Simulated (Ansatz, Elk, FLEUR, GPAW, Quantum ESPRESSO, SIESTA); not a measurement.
# Code comparison for FeO (Fm-3m, 4 atoms in the cell)

Self-consistent single point, at a second geometry (lattice scaled by 0.98). First geometry:

```
FeO
1.0
    4.43695     2.21848     2.21848
    2.21848     4.43695     2.21848
    2.21848     2.21848     4.43695
Fe O
2 2
Direct
  0.00000   0.00000   0.00000
  0.50000   0.50000   0.50000
  0.25000   0.25000   0.25000
  0.75000   0.75000   0.75000
```
Moments meant for the start (each program seeds them in its own way; μB, in the order of the atoms Fe Fe O O): 4.0 -4.0 0.0 0.0.

Shared settings, as Ansatz (a program for electronic structure) writes them: kpoints.mp_grid.grid = 7 7 7; scf.occupations.method = fermi_dirac; scf.occupations.width = 0.01 eV. Potentials and cutoffs stand in the table.

| code | model | ΔF from the first geometry (meV/atom) | cutoff |
|---|---|---|---|
| Quantum ESPRESSO | PBE, PSlibrary PAW (PBE) pseudopotentials | -41.2 | 55 Ry |
| Ansatz | PBE, PAW files | -40.4 | default |
| Elk | PBE, all-electron FP-LAPW, Elk's shipped species files, APW+lo basis with extra local orbitals | -33.6 | rgkmax 8 |
| FLEUR | PBE, all-electron FLAPW (FLEUR), scalar-relativistic valence | -37.6 | Kmax 4.4 1/bohr |
| GPAW | PBE, GPAW PAW datasets PBE (gpaw-data 1.0.1) | -36.0 | 900 eV |
| SIESTA | GGA PBE, numerical atomic orbitals DZP, PseudoDojo PBE standard norm-conserving potentials (rewritten from UPF to PSML) | -52.8 | grid 400 Ry |

On Ansatz's run: the magnetic order is the one reached from the typed start; others were not searched systematically. The program warned that, by what it read of turns of the moments, another magnetic order lies lower.

The spread over the programs that give each value: ΔF from the first geometry within 19.2 meV/atom.

SIESTA uses small atom-centred bases, whose incompleteness enters pressures, forces and empty levels differently from a plane-wave cutoff. Elk and FLEUR treat all electrons, but the usual bases taken here (sphere radii, linearisation, local orbitals, empty states) were not tested for convergence, so the values are no reference for the others. In the pressure, SIESTA (by 2.14) lies more than 1 GPa from the median of the plane-wave programs.

The starting cell has typed, rounded lattice constants, without a prior relaxation at this level. Its lattice was rescaled by a random factor within 2.5 % of one. For this run, on top of that: lattice scaled by 0.98.

Keys are those of Ansatz 0.2.
